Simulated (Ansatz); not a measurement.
Base system: InHO$_{2}$ (space group Pnnm, No. 58; a = 4.521 Å, b = 5.282 Å, c = 3.287 Å; a cell from a computed database, its experimental status unchecked). Axes: x, y, z lie along a, b, c of the conventional cell.

One thing is altered: compressive biaxial strain of 3.23 % in the plane normal to [001], as in epitaxy on a mismatched substrate; the out-of-plane cell vector and the atoms relax.

Levels (all Ansatz, a program for electronic structure, PAW): PBEsol (420 eV, spin-orbit coupling left out); r2SCAN (500 eV, no spin-orbit coupling); HSE06 (420 eV, no spin-orbit coupling).

One geometry, relaxed with PBEsol, under each level:

```tsv
level	band gap	lowest conduction level above the VBM at special points	pressure
PBEsol	2.13 eV	Γ 2.13 eV; X 4.94 eV; Y 5.10 eV; S 6.05 eV	6.72 GPa
r2SCAN	2.81 eV	Γ 2.81 eV; X 5.67 eV; Y 5.78 eV; S 6.81 eV	6.46 GPa
HSE06	(withheld)	(withheld)	–
```

Q: Give the withheld HSE06 results.

A: 
- HSE06, band gap: 3.82 eV
- HSE06, lowest conduction level above the VBM at special points: Γ 3.82 eV; X 6.75 eV; Y 6.89 eV

Single points use the geometry relaxed with PBEsol. Their cutoffs differ, which shifts pressures a little. The hybrid gap comes from the SCF mesh plus the semilocal run's edge points and a few special points and is an upper bound. Whether these cells are dynamically stable was not tested.
